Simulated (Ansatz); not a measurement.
Output of an Ansatz run (abridged):

```
WARN ansatz: RAYON_NUM_THREADS=1 ignored (pool sized by the plan → 1); use --threads N
basis.fft_grid_basis auto: the FFT boxes are laid along the combinations [[1, 0, 1], [0, 1, 1], [0, 0, 1]] of the cell's own vectors, 4.019, 4.019 and 5.857 Å …
Pseudopotentials: kind: paw
Pseudopotential: Y, paw, valence charge 11
Pseudopotential: Cu, paw, valence charge 19
Pseudopotential: Ge, paw, valence charge 14
Crystal: 5 atoms, lattice volume = 82.714 Å³
Basis set: ecut = 420 eV, 1621 PW (Γ), FFT grids on a1+a3, a2+a3, a3
Bands: 47, of which v1, the nominal top of the filled ones, is band 39 counted from 1 (38 counted from 0)
Symmetry: 16 space group operations
Space group: I4/mmm (ITA 139), of the structure as read, at distance tolerance 4.4e-5 Å
k-points: 59 of 512
PAW frozen core: Y, regenerated for the run's functional, and the local potential with it
PAW frozen core: Cu, regenerated for the run's functional, and the local potential with it
PAW frozen core: Ge, regenerated for the run's functional, and the local potential with it
Initial density: superposition of atomic densities (neutral atoms: chi_scale 0, normalization atom), corrected by the library's trained network
Initial wavefunctions: pseudopotential atomic-orbital guess
Eigensolver: davidson
Functional: x = slater, c = lda
SCF iter   1: F=—  HF=-25291.284880 eV  |F-HF|=—  |Δ(HF+E_count)|=         —  Δρ=1.09e-2  dr2=4.49e-2  ethr=1.77e-3  ⟨swp⟩=5.8  Hψ=9218  notcnv=0  defer=2
all-band conjugate gradients solve this SCF's bands
preconditioner: auto → Kerker (q_TF=auto, 2.696 Å⁻¹)
SCF iter   2: F=—  HF=-25291.273815 eV  |F-HF|=—  |Δ(HF+E_count)|=   1.11e-2  Δρ=3.04e-3  dr2=9.90e-3  ethr=5.84e-5  ⟨swp⟩=2.6  Hψ=5224  notcnv=0  defer=20
SCF iter   3: F=—  HF=-25291.272312 eV  |F-HF|=—  |Δ(HF+E_count)|=   1.50e-3  Δρ=2.10e-3  dr2=3.79e-3  ethr=1.29e-5  ⟨swp⟩=1.3  Hψ=2751  notcnv=0  defer=20
SCF iter   4: F=—  HF=-25291.271491 eV  |F-HF|=—  |Δ(HF+E_count)|=   8.21e-4  Δρ=6.89e-4  dr2=5.55e-4  ethr=4.92e-6  ⟨swp⟩=1.9  Hψ=2985  notcnv=0  defer=20
SCF iter   5: F=—  HF=-25291.271368 eV  |F-HF|=—  |Δ(HF+E_count)|=   1.23e-4  Δρ=1.37e-4  dr2=3.86e-5  ethr=7.21e-7  ⟨swp⟩=2.1  Hψ=4360  notcnv=0  defer=20
SCF iter   6: F=—  HF=-25291.271351 eV  |F-HF|=—  |Δ(HF+E_count)|=   1.64e-5  Δρ=3.20e-5  dr2=2.30e-6  ethr=5.01e-8  ⟨swp⟩=2.0  Hψ=4402  notcnv=0  defer=20
SCF iter   7: F=—  HF=-25291.271351 eV  |F-HF|=—  |Δ(HF+E_count)|=   1.65e-7  Δρ=1.54e-5  dr2=3.11e-7  ethr=2.98e-9  ⟨swp⟩=2.0  Hψ=3553  notcnv=0  defer=20
SCF iter   8: F=-25291.271351 eV  HF=-25291.271351 eV  |F-HF|=1.45e-8  |Δ(HF+E_count)|=   9.21e-8  Δρ=3.16e-6  dr2=2.11e-8  ethr=1.30e-10  ⟨swp⟩=7.9  Hψ=9889  notcnv=0
SCF 1 converged in 8 iterations: F = -25291.271351 eV  dr2 = 2.11e-8
SCF converged after 8 iterations
Free energy (F): -25291.271351 eV
Harris-Foulkes:  -25291.271351 eV  (|F-HF|=1.45e-8)
Internal energy: -25291.261919 eV  (E = F + TS)
E sigma→0 (E₀):  -25291.266635 eV
Entropy (-TS):   -0.009432 eV (-1.886 meV/atom)
Fermi energy:    13.672078 eV
--- Per-component energies (eV) ---
  E_band       = -1090.238092
  E_kinetic    = 1134.084404
  E_local      = -15257.415857  (includes V_loc(G=0)·N_el)
  E_nonlocal   = 1685.968217
  E_hartree    = 6754.200757
  E_xc         = -503.993903
  E_vxc        = -564.792744  (∫ρ·V_xc dr)
  E_paw        = -9794.417905  (= ΣΔE_a)
  E_vpaw       = -1596.483603  (= ΣTr[D̂ρ^β])
  E_aug_tail   = 0.001011  (compensation charges beyond the density's cutoff)
  E_ewald      = -9314.734202
  E_core_change = 5.045558  (= ΣΔE_core)
  E_smearing   = -0.009432  (= −TS)
  E_closure    = -0.000000  (closes the sum)
  Σ components = -25291.271351   (vs F -25291.271351, Δ=0.00e0)
--- Forces (eV/Å), atoms counted from 1 ---
  atom   1  Y      0.00000000     0.00000000     0.00000000
  atom   2  Cu    -0.00000000     0.00000000     0.00000000
  atom   3  Cu     0.00000000    -0.00000000     0.00000000
  atom   4  Ge     0.00000000     0.00000000     0.18172085
  atom   5  Ge    -0.00000000     0.00000000    -0.18172085
  max |Σ_I F_I| component: 8.33e-17 eV/Å
--- Stress (GPa, compression-positive) ---
       -5.230816      -0.000000      -0.000000
       -0.000000      -5.230816       0.000000
       -0.000000       0.000000      -5.017199
  P = ⅓ Tr σ = -5.1596 GPa (-51.596 kbar)
  The stress holds the Pulay correction. Without it, at fixed plane waves, as pw.x and ABINIT print it: P = -5.2070 GPa
--- Band table (eV; the first three rows and the last of 59) ---
  k-point 0: bands = ["-98.8050", "-98.8031", "-56.6350", "-56.6323", "-56.6192", "-56.6192", "-56.6044", "-56.6044", "-28.9859", "-11.0138", "-10.9303", "-10.9303", "-10.8450", "-10.8354", "-10.8350", "-10.8342", "-10.8342", "-10.8182", "-10.7814", [...]
  k-point 1: bands = ["-98.8049", "-98.8032", "-56.6348", "-56.6325", "-56.6194", "-56.6168", "-56.6068", "-56.6042", "-28.9842", "-11.0136", "-10.9311", "-10.9291", "-10.8440", "-10.8387", "-10.8352", "-10.8337", "-10.8331", "-10.8192", "-10.7793", [...]
  k-point 2: bands = ["-98.8045", "-98.8036", "-56.6343", "-56.6330", "-56.6199", "-56.6125", "-56.6112", "-56.6038", "-28.9803", "-11.0132", "-10.9330", "-10.9301", "-10.8424", "-10.8413", "-10.8363", "-10.8321", "-10.8298", "-10.8232", "-10.7749", [...]
  k-point 58: bands = ["-98.8050", "-98.8031", "-56.6350", "-56.6323", "-56.6192", "-56.6192", "-56.6044", "-56.6044", "-28.9858", "-11.0158", "-10.9349", "-10.9349", "-10.8484", "-10.8317", "-10.8314", "-10.8290", "-10.8290", "-10.8221", [...]
```

The structure:

```xyz
5
Lattice="-2.0093 2.0093 5.1218 2.0093 -2.0093 5.1218 2.0093 2.0093 -5.1218" Properties=species:S:1:pos:R:3 pbc="T T T"
Y      0.0000     0.0000     0.0000
Cu     0.0000     2.0093     2.5609
Cu     2.0093     0.0000     2.5609
Ge     0.0000     0.0000     6.3443
Ge     0.0000     0.0000     3.8993
```

Task: Write an input that gives this output.

Result: Other spellings and defaults could give the same log, and not every line can be read from it. The input that was run (DFT, LDA (PW92), plane waves, default PAW files made with PBE):

Ansatz 0.2 input:
```yaml
crystal:
  lattice:
    - [-2.009314, 2.009314, 5.121803]
    - [2.009314, -2.009314, 5.121803]
    - [2.009314, 2.009314, -5.121803]
  atoms:
    - { symbol: Y, position: [0.000000, 0.000000, 0.000000] }
    - { symbol: Cu, position: [0.750000, 0.250000, 0.500000] }
    - { symbol: Cu, position: [0.250000, 0.750000, 0.500000] }
    - { symbol: Ge, position: [0.619340, 0.619340, 0.000000] }
    - { symbol: Ge, position: [0.380660, 0.380660, 0.000000] }
basis:
  ecutwfc: 420.0
kpoints:
  mp_grid:
    grid: [8, 8, 8]
hamiltonian:
  xc: lda
  pseudopotentials:
    kind: paw
scf:
  occupations:
    method: gaussian
    width: 0.1
output:
  forces: true
  eigenvalues: true
  stress: true
```

The starting cell comes from a database of computed structures (which also holds hypothetical and non-ambient phases and stackings), without a prior relaxation at this level. Its lattice was rescaled by up to half a per cent. Spin polarisation is off. With a pressure of about -5 GPa the cell is away from its equilibrium volume at this level. Ansatz's pressure includes its estimate of the finite-basis (Pulay) stress.

Ansatz is a program for electronic structure.
